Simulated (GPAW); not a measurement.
One base run on BP (F-43m, 2 atoms in the cell) and variants with one or two settings moved

```yaml
crystal:
  lattice:
    - [0.00000, 2.28828, 2.28828]
    - [2.28828, 0.00000, 2.28828]
    - [2.28828, 2.28828, 0.00000]
  atoms:
    - { symbol: B, position: [0.00000, 0.00000, 0.00000] }
    - { symbol: P, position: [0.25000, 0.25000, 0.25000] }
```

Base run A: GPAW with PBE, GPAW PAW datasets PBE (gpaw-data 1.0.1), self-consistent single point.

Its settings: mode = pw; ecut = 900 eV; xc = PBE; kpts = 6 6 6; mesh shift (steps) = 0 0 0; occupations.name = fixed-uniform; nbands = -4; convergence.density = 1e-05 e/electron; convergence.bands = -2; symmetry.symmorphic = false; symmetry.tolerance = 0.0005; maxiter = 120.

The starting cell comes from a database of computed structures (which also holds hypothetical and non-ambient phases and stackings), without a prior relaxation at this level. Its lattice was rescaled by a random factor within 2.5 % of one. Another mesh or the band path of this cell gives a smaller gap, so this value is not converged in the mesh.

ΔF is the free energy per atom less that of run A. A dash stands where there is no value to compare (another energy zero or no entropy term, no result, no spin, no clean gap, or a mesh too coarse for one). Total energies depend on the potentials, the functional and any Hubbard or dispersion term, so they are compared only between runs that share all of them.

Run A gave: gap on the mesh (eV) 1.382; k-points 16; valence electrons 8.

Runs:
- B: 1 x 1 x 2 supercell, mesh divided to match; kpts: 6 6 6 → 6 6 3
- C: ecut: 900 eV → 720 eV
- D: convergence.density: 1e-05 e/electron → 0.005 e/electron; convergence.energy: default → 0.01 eV/electron; convergence.eigenstates: default → 1e-06
- E: xc: PBE → revPBE; dispersion: default → d3; potentials: GPAW PAW datasets revPBE (gpaw-data 1.0.1) [revPBE-D3(0)]
- F: kpts: 6 6 6 → 14 14 14
- G: convergence.density: 1e-05 e/electron → default; convergence.forces: default → 0.0001 eV/Å
- H: mixer.beta: default → 0.2
- I: convergence.density: 1e-05 e/electron → 1e-07 e/electron; convergence.energy: default → 5e-07 eV/electron; convergence.eigenstates: default → 4e-14
- J: convergence.bands: -2 → default

Q: What does run F change against A?

A: The free energy falls by 8.5 meV/atom and the gap on the mesh goes from 1.382 to 1.281 eV.

Q: What does run C change against A?

A: The free energy rises by 3.2 meV/atom and the gap on the mesh moves little (1.382 to 1.384 eV).

```csv
run,ΔF (meV/atom),gap on the mesh (eV),k-points,valence electrons
A,0.00,1.382,16,8
B,0.00,1.382,34,16
C,3.2,1.384,16,8
D,0.00,1.382,16,8
E,–,1.391,16,8
F,-8.5,1.281,104,8
G,0.00,1.382,16,8
H,0.00,1.382,16,8
I,0.00,1.382,16,8
J,0.00,–,16,8
```
